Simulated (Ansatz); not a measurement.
## Carrier properties of SrO under load (space group Fm-3m)

Here is the system:

```yaml
crystal:
  lattice:
    - [0.00000, 2.48286, 2.48286]
    - [2.48286, 0.00000, 2.48286]
    - [2.48286, 2.48286, 0.00000]
  atoms:
    - { symbol: Sr, position: [0.00000, 0.00000, 0.00000] }
    - { symbol: O, position: [0.50000, 0.50000, 0.50000] }
```

Computed with PBE, rigid bands (plane waves, PAW, scalar-relativistic; Ansatz, a program for electronic structure). Condition of this run: hydrostatic pressure of 10.8 GPa (compression positive) (the target of the relaxation). Geometry: cell and atoms relaxed with PBEsol, then loaded as said.

```yaml
band_gap: 3.22 eV
electron conductivity mass (300 K, dilute): 0.49 mₑ
hole conductivity mass (300 K, dilute): 1.22 mₑ
effective density of states N_c (300 K): 3.2e19 cm⁻³
effective density of states N_v (300 K): 5.0e20 cm⁻³
density_of_states_mass_electrons: 1.17 mₑ
density_of_states_mass_holes: 7.3 mₑ
Seebeck coefficient, n-type 1e19 cm⁻³, 300 K: -315 μV/K
best n-type power factor at 300 K for τ = 10 fs (best axis; densities from 1e16 to 1e21 cm⁻³ tried, whether or not they can be reached): 10.6 μW/(cm·K²) at 1e20 cm⁻³
Seebeck coefficient, p-type 1e19 cm⁻³, 300 K: 573 μV/K
```

Rigid bands; masses and Seebeck coefficients take one relaxation time τ for all states and one kind of carrier; polarons and phonon drag are left out. Spin-orbit coupling is left out; where it splits the top of the valence band, N_v and the p-type Seebeck coefficient come out somewhat high without it. Geometry: cell and atoms relaxed with PBEsol.
